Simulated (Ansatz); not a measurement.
Amorphous In₂₄Ga₁₂O₅₄

The cell was made by melting and quenching with the CHGNet potential and then relaxed with DFT. O atoms were pushed apart under 1.9 Å during the dynamics, to hinder bonds among them. The hot cell started wider than the set density and was brought back towards it in steps. It is the lowest in DFT energy of 4 quenches. It is a model cell: composition and starting density were chosen by hand, and all elements were melted together. No dispersion term was used.

Methods: PBE, scalar-relativistic without spin-orbit coupling (Ansatz, a program for electronic structure); r2SCAN, scalar-relativistic without spin-orbit coupling (Ansatz); HSE06, scalar-relativistic without spin-orbit coupling (Ansatz). Geometry, pressure, stress and energy are those of the PBE run. Its sampling: a 2×2×2 Γ-centred mesh; Fermi-Dirac width 0.02 eV; no spin polarisation. Other functionals are single points at the zone centre (r2SCAN at 500 eV; exact exchange cut at the cell's faces), free to take moments where seeds were set. At PBE the levels at the filled edge of the gap are localised (band-tail or defect states), and the nearest spread-out levels lie 0.9 eV apart at the zone centre.

| Quantity | Value |
|---|---|
| Number of atoms in the cell | 90 |
| Density (volume relaxed, without dispersion) | 6.12 g/cm³ |
| Volume per atom | 13.44 Å³ |
| Pressure on a 2×2×2 Γ-centred mesh | 0.08 GPa |
| Largest force and stress component on that mesh (the relaxation ran on the zone centre alone) | 0.05 eV/Å and 0.1 GPa |
| Energy relative to bixbyite In2O3 + beta Ga2O3 (lowest mix at this level among the phases computed, not always the ambient ones) | 0.142 eV/atom |
| Level gap on a 2×2×2 Γ-centred mesh (PBE) | 0.58 eV |
| Level gap at the zone centre (PBE) | 0.59 eV |
| Level gap at the zone centre (r2SCAN) | 1.02 eV |
| Level gap at the zone centre (HSE06) | 1.99 eV |

Bonds are counted up to In-In 3.12 Å, In-Ga 2.90 Å, In-O 2.72 Å, Ga-Ga 2.68 Å, Ga-O 2.28 Å, O-O 1.58 Å. Two cations that share two anions don't count as bonded, nor two that share one unless they lie closer than In-In 3.04 Å, In-Ga 2.82 Å, Ga-Ga 2.61 Å.

The mean coordination of In by anions comes out as 5.54 (12 with 5, 11 with 6, 1 with 7). The mean coordination of Ga by anions comes out as 4.33 (9 with 4, 2 with 5, 1 with 6). The mean coordination of O is 3.43 (32 with 3, 21 with 4, 1 with 5) and the mean In-O bond is 2.218 Å (spread 0.122 Å, 133 counted). The mean Ga-O bond comes out as 1.914 Å (spread 0.071 Å, 52 counted).

Its density started from a set value of 6.14 g/cm³. The quench (nominally 88 K/ps over its main leg) was far faster than any real one, so the model tends to hold more defects than a real film. Values belong to this one cell and scatter from quench to quench. Volume and shape were free in the relaxation.
